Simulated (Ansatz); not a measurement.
Response to strain in Be3N2

Consider Be3N2 (space group P6_3/mmc, No. 194; a cell from a computed database, its experimental status unchecked).

```
CELL_PARAMETERS angstrom
      2.83711     0.00000     0.00000
     -1.41855     2.45701     0.00000
      0.00000     0.00000     9.70956
ATOMIC_POSITIONS crystal
  Be 0.33333 0.66667 0.07825
  Be 0.66667 0.33333 0.92175
  Be 0.66667 0.33333 0.57825
  Be 0.33333 0.66667 0.42175
  Be 0.00000 0.00000 0.25000
  Be 0.00000 0.00000 0.75000
  N  0.00000 0.00000 0.00000
  N  0.00000 0.00000 0.50000
  N  0.33333 0.66667 0.25000
  N  0.66667 0.33333 0.75000
```

Cartesian axes are those of the cell as printed.

Strains are applied to the cell and any free atomic positions relax; under biaxial strain the out-of-plane vector relaxes too.

Calculations: Ansatz (an electronic-structure program) PBEsol, without spin-orbit coupling.

Notes on the quantities. pressure: mean of the normal stresses, compression positive.

```csv
variant,shortest interatomic distance,pressure,band gap,smallest direct gap
base,1.638 Å,0.00 GPa,3.25 eV,4.65 eV
"biaxial strain −2.71 %, plane normal [001], relaxed out of plane",1.594 Å,12.07 GPa,3.07 eV,4.66 eV
"biaxial strain +3.45 %, plane normal [001], relaxed out of plane",1.649 Å,-11.35 GPa,3.38 eV,4.41 eV
isotropic strain −0.92 %,1.623 Å,6.37 GPa,3.28 eV,4.73 eV
```

Whether these cells are dynamically stable was not tested.
